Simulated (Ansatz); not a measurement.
The starting structures come from a database of crystals and need not be the phases stable at ambient conditions.

By PBEsol, the system below comes out a metal.

```xyz
8
Lattice="5.2641 0.0000 0.0000 -1.1732 5.1317 0.0000 0.7300 0.9157 5.1376" Properties=species:S:1:pos:R:3 pbc="T T T"
Zr     0.3820     0.4791     0.0521
Zr     3.1251     3.9202     5.0253
Zr     4.0827     1.4474     3.0319
Zr     0.5011     4.3026     3.0319
Cu     1.4883     1.8669     2.3225
Cu     3.1730     3.9802     2.2359
Cu    -0.2642     2.9722     0.7698
Cu     2.9563     0.4048     0.7698
```

The cell is taken as given; by PBEsol it stands under a pressure of -3.3 GPa.

The current flows along the normal of the first two printed cell vectors. No spin-orbit coupling; the value is a mean over 0.1 eV about the Fermi level.

Q: Predict the ballistic conductance per area from PBEsol (Ansatz, an electronic-structure program).

A: 0.41 × 10¹⁵ S/m² for both spins.
